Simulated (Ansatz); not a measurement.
**A computed series for MoSi2: response to strain**

Take MoSi₂ (space group I4/mmm, No. 139; a = 3.1901 Å, c = 7.8220 Å; relaxed with 0.1 eV smearing) as the base. Axes: x, y, z lie along a, b, c of the conventional cell.

Strains are applied to the cell and any free atomic positions relax; under biaxial strain the out-of-plane vector relaxes too.

All numbers come from PBEsol in Ansatz (plane waves to 420 eV, PAW, spin-orbit coupling left out).

| biaxial strain, plane normal [001], relaxed out of plane (%) | out-of-plane strain (%) |
|---|---|
| 0 | 0.00 |
| 0.5 | -0.18 |
| 1 | ? |
| 1.5 | -0.52 |
| 2 | -0.68 |
| 2.5 | -0.83 |
| 3 | -0.98 |

### Question
Fit ε⊥ = −νε + γε² (strains in %) to the rows shown and predict the withheld row.

### Answer
Least squares on the printed values gives ν = 0.37 (the biaxial Poisson response) and γ = 0.013 (largest residual 0.00 %); this predicts -0.35 %, and the run gives -0.36 %, in agreement.

Stability against distortions was not tested. All final runs are without spin polarisation.

Ansatz is a quantum-chemistry and plane-wave program.
